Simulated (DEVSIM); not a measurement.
Structure: Schottky contact on n-type Si, at 250 K.

Layer 1 from the left is Si, thickness (μm) 1.70, Nd (cm⁻³) 4.9e16, τn (s) 7.4e-5, τp (s) 7.4e-5.

Left contact: Schottky, work function 4.71 eV, emission velocity 2.1e6 cm/s. Right contact: ohmic. Voltage is applied to the left contact. Recombination: SRH at mid-gap, radiative. Mobility is constant in doping.

The device is made up for the run: typed textbook-type constants, with dimensions and the other settings drawn at random. Values at 300 K; Nc and Nv go as T^1.5, mobilities as T to minus their exponent, the gap by Varshni's rule with the affinity fixed.

Si: gap (eV) 1.124, affinity (eV) 4.05, permittivity 11.7, Nc (cm⁻³) 2.86e19, Nv (cm⁻³) 3.1e19, μn (cm²/Vs) 1417, μp (cm²/Vs) 470, T exponent of μn 2.3, T exponent of μp 2.2, B (cm³/s) 4.7e-15, Varshni α (eV/K) 0.000473, Varshni β (K) 636.

Estimate by hand the built-in potential, the peak field at zero bias, the capacitance at -1.5 V, and compare with a numerical solution.


- Built-in potential: barrier φB = 0.660 eV; Vbi = φB − kT/q ln(N_band/N) = 0.529 V; numerical 0.529 V.
- Peak field at zero bias: depletion approximation: W = √(2εVbi/(qN)) = 0.118 μm with N = 4.90e16 cm⁻³; field = 2Vbi/W = 89500 V/cm; numerical 87300 V/cm (estimate above by 2.5 %).
- Capacitance at -1.5 V: C = √(qεN / 2(Vbi + |V|)) = 44.8 nF/cm²; numerical 45.0 nF/cm² (estimate below by 0.53 %).

Simulated with DEVSIM: 1D drift-diffusion, Boltzmann statistics, complete ionisation; no tunnelling, impact ionisation, image-force lowering or self-heating. Metal contacts follow the ideal Schottky-Mott rule: no Fermi-level pinning, no interface dipoles.
